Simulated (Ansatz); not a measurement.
For ZrW2 (Fd-3m), PBEsol, DFPT electron-phonon coupling, linearised Boltzmann equation run with Ansatz (a program for electronic structure) gives a transport coupling λ_tr = 0.223 and a Drude plasma energy ħω_p = 4.69 eV.

### Question
Estimate the resistivity at 300 K from the high-temperature formula ρ = 2π λ_tr k_B T / (ħ ε₀ ω_p²), and say how the full Boltzmann solution compares.

### Answer
The scattering rate is 1/τ = 2π λ_tr k_B T/ħ = 5.50e13 s⁻¹ and ω_p = 7.13e15 s⁻¹, so ρ ≈ 12.2 μΩ·cm. The Boltzmann solution gives 11.6 μΩ·cm, 0.95 times the estimate.

A metal at this level (no band gap). Only scattering by harmonic phonons is included (no impurities, grain boundaries, electron-electron scattering or thermal expansion). Spin-orbit coupling is left out, which matters with elements this heavy. Halving the electron mesh (20x20x20) moves the resistivity by up to 1 % at 300 K, the coupling by up to 5 %. Smearing 0.20 eV; phonons on a 3x3x3 q mesh, which this run doesn't test.

Formula and space group known from diffraction (Crystallography Open Database), not checked to be the room-temperature form: ZrW2 (Fd-3m).
